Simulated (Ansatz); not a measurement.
Lu2Ti2O7 (Fd-3m, No. 227, 22 atoms in the cell; start mp-3200), treated with PBEsol+SOC in Ansatz (PAW).

Run with plane-wave cutoff 520 eV, 6×6×6 k mesh, Fermi–Dirac smearing 0.01 eV, PAW data made under PBE.

Cell (relaxed with PBEsol):

```
CELL_PARAMETERS angstrom
      0.00000     4.98173     4.98173
      4.98173     0.00000     4.98173
      4.98173     4.98173     0.00000
ATOMIC_POSITIONS crystal
  Lu 0.12500 0.12500 0.62500
  Lu 0.12500 0.62500 0.12500
  Lu 0.12500 0.12500 0.12500
  Lu 0.62500 0.12500 0.12500
  Ti 0.62500 0.62500 0.12500
  Ti 0.62500 0.12500 0.62500
  Ti 0.62500 0.62500 0.62500
  Ti 0.12500 0.62500 0.62500
  O  0.25000 0.25000 0.25000
  O  0.00000 0.00000 0.00000
  O  0.54238 0.95762 0.54238
  O  0.29238 0.70762 0.70762
  O  0.95762 0.54238 0.95762
  O  0.70762 0.29238 0.29238
  O  0.54238 0.54238 0.95762
  O  0.70762 0.29238 0.70762
  O  0.95762 0.95762 0.54238
  O  0.29238 0.70762 0.29238
  O  0.95762 0.54238 0.54238
  O  0.70762 0.70762 0.29238
  O  0.54238 0.95762 0.95762
  O  0.29238 0.29238 0.70762
```

Problem. What does this level give for the band gap?

Solution. 
band gap: 2.57 eV (on the SCF k mesh)

The computed numbers hold no vibrational or temperature effects.

Computing time: very roughly 10 core-minutes.

A start named mp-… is a Materials Project structure, which need not be a measured phase.

Ansatz is a quantum-chemistry and plane-wave program.
